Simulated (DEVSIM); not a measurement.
Structure: abrupt Si n-p junction, at 300 K.

Layer 1 from the left is Si, thickness (μm) 0.340, Nd (cm⁻³) 2.9e18, τn (s) 0.00031, τp (s) 0.00031. Layer 2 from the left is Si, thickness (μm) 8.10, Na (cm⁻³) 1e14, τn (s) 0.00031, τp (s) 0.00031.

Left contact: ohmic. Right contact: ohmic. Voltage is applied to the left contact. Recombination: SRH at mid-gap, Auger. Mobility is μmin + (μ − μmin)/(1 + (N/Nref)^α).

This is a model device: material constants are rounded textbook-type values typed into the input, and sizes, dopings and lifetimes were drawn at random. Values at 300 K.

Si: gap (eV) 1.124, affinity (eV) 4.05, permittivity 11.7, Nc (cm⁻³) 2.86e19, Nv (cm⁻³) 3.1e19, μn (cm²/Vs) 1417, μp (cm²/Vs) 470, μn,min 52, μp,min 45, Nref,n 9.7e16, Nref,p 2.2e17, αn 0.68, αp 0.72, Cn (cm⁶/s) 2.8e-31, Cp (cm⁶/s) 9.9e-32.

Model (solved in DEVSIM): 1D drift-diffusion, Boltzmann statistics, complete ionisation; no tunnelling, impact ionisation, image-force lowering or self-heating.

Dark forward current:

| |V| (V) | |J| (A/cm²) |
|---|---|
| 0.05 | 7.235e-8 |
| 0.10 | 5.582e-7 |
| 0.15 | 3.830e-6 |
| 0.20 | 2.584e-5 |
| 0.25 | 0.0001736 |
| 0.30 | 0.001162 |
| 0.35 | 0.007714 |
| 0.40 | 0.04968 |
| 0.45 | 0.2876 |
| 0.50 | 1.324 |
| 0.55 | 4.797 |
| 0.60 | 14.85 |
| 0.65 | 42.11 |
| 0.70 | 112.8 |
| 0.75 | 282.5 |
| 0.80 | 618.5 |
| 0.85 | 1084 |
| 0.90 | 1504 |
| 0.95 | 1787 |
| 1.00 | 1980 |
| 1.05 | 2128 |

Task: Work out the local ideality factor n = ΔV / (kT/q · ln(J2/J1)) between the rows 0.15 and 0.20 V, 1.00 and 1.05 V.

Result: kT/q = 25.85 mV. From 0.15 to 0.20 V: ln(2.584e-5/3.830e-6) = 1.909, n = 1.01, near the 1 of diffusion or emission over a barrier. From 1.00 to 1.05 V: ln(2128/1980) = 0.072, n = 26.83.

Task: Estimate the current at 0.25 V from the Shockley equation with J0 = Σ q ni² D/(N L) coth(W/L), τ joining the SRH, radiative and Auger lifetimes that are on, and W taken as the whole layer.

Result: ni² = 1.16e20 cm⁻⁶; holes in the n layer: μ = 102 cm²/Vs, D = 2.65 cm²/s, τ = 4.24e-7 s, L = 10.6 μm, W/L = 0.032, term 4.99e-13 A/cm²; electrons in the p layer: μ = 1400 cm²/Vs, D = 36.3 cm²/s, τ = 0.000310 s, L = 1060 μm, W/L = 0.0076, term 8.32e-9 A/cm². J0 = 8.32e-9 A/cm², and J = J0 exp(qV/kT) = 0.000132 A/cm². The simulation gives 0.000174 A/cm²; the estimate lies 24 % below. The estimate leaves out recombination in the depletion region and that region's share of W.
